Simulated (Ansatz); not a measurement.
We consider antifluorite K2Te, described by BLYP (Ansatz, an electronic-structure program, PAW).

From the output:

```
Crystal: 3 atoms, lattice volume = 137.145 Å³
Basis set: ecut = 520 eV, 3695 PW (Γ), exchange–correlation on 90×90×90 points (8 copies of the dense FFT grid, shifted against one another)
Bands: 21, of which v1, the nominal top of the filled ones, is band 17 counted from 1 (16 counted from 0)
Symmetry: 48 space group operations
Space group: Fm-3m (ITA 225), of the structure as read, at distance tolerance 5.2e-5 Å
k-points: 29 of 512
Functional: x = b88, c = lyp
SCF iter   1: F=—  HF=-10087.662852 eV  |F-HF|=—  |Δ(HF+E_count)|=         —  Δρ=3.30e-3  dr2=1.23e-2
SCF iter   2: F=—  HF=-10087.658444 eV  |F-HF|=—  |Δ(HF+E_count)|=   4.41e-3  Δρ=1.37e-3  dr2=1.26e-3
  ...
SCF iter   7: F=—  HF=-10087.658159 eV  |F-HF|=—  |Δ(HF+E_count)|=   2.73e-8  Δρ=8.49e-7  dr2=9.78e-10
SCF iter   8: F=-10087.658159 eV  HF=-10087.658159 eV  |F-HF|=2.36e-11  |Δ(HF+E_count)|=  3.93e-10  Δρ=1.14e-7  dr2=2.18e-11
SCF 1 converged in 8 iterations: F = -10087.658159 eV  dr2 = 2.18e-11
SCF converged after 8 iterations
Free energy (F): -10087.658159 eV
Internal energy: -10087.658159 eV  (E = F + TS)
E sigma→0 (E₀):  -10087.658159 eV
Fermi energy:    3.999620 eV
--- Stress (GPa, compression-positive) ---
        0.833206       0.000000       0.000000
        0.000000       0.833206      -0.000000
        0.000000       0.000000       0.833206
  P = ⅓ Tr σ = 0.8332 GPa (8.332 kbar)
```

**Question.** Write an input file that could have produced this run (the log leaves some choices open).

**Answer.** One answer among several that fit: 
Ansatz 0.2 input:
```yaml
crystal:
  lattice:
    - [0.0, 4.0930796227, 4.0930796227]
    - [4.0930796227, 0.0, 4.0930796227]
    - [4.0930796227, 4.0930796227, 0.0]
  atoms:
    - { symbol: K, position: [0.25, 0.25, 0.25] }
    - { symbol: K, position: [0.75, 0.75, 0.75] }
    - { symbol: Te, position: [0.0, 0.0, 0.0] }
basis:
  ecutwfc: 520
  ecutrho_ratio: 4
  xc_grid: 2
kpoints:
  mp_grid: { grid: [8, 8, 8] }
hamiltonian:
  xc: blyp
  dispersion: none
  pseudopotentials: { kind: paw }
scf:
  occupations: { method: fermi_dirac, width: 0.01 }
  convergence: { dr2_threshold: 0.0000000003 }
output:
  forces: true
  stress: true
  eigenvalues: true
```

The cell is one volume of an energy–volume scan, off the minimum.

The PAW data were made under PBE.
